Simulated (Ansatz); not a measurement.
The parent structure is WC (space group P-6m2, No. 187; a = 2.884 Å, c = 2.812 Å; relaxed with 0.1 eV smearing). Axes: x lies along a and z along c of the hexagonal cell.

All numbers come from LDA (Ansatz, a quantum-chemistry and plane-wave program; PAW; 420 eV plane waves; without spin-orbit coupling).

Base values:

The shortest interatomic distance is 2.179 Å.

Now apply this change: the cell is compressed by 2.00 % along z with no lateral relaxation; the atoms relax in the strained cell.

Problem. Predict the new energy relative to the base, stress and shortest interatomic distance.

Solution. The energy rises by 13 meV/atom; the stress (xx, yy, zz, yz, xz, xy; compression positive) is (4.2, 4.2, 21.7, 0.0, 0.0, 0.0) GPa; the shortest interatomic distance shrinks by 0.018 Å, from 2.179 Å to 2.161 Å.

Stability against distortions was not tested. All final runs are without spin polarisation.
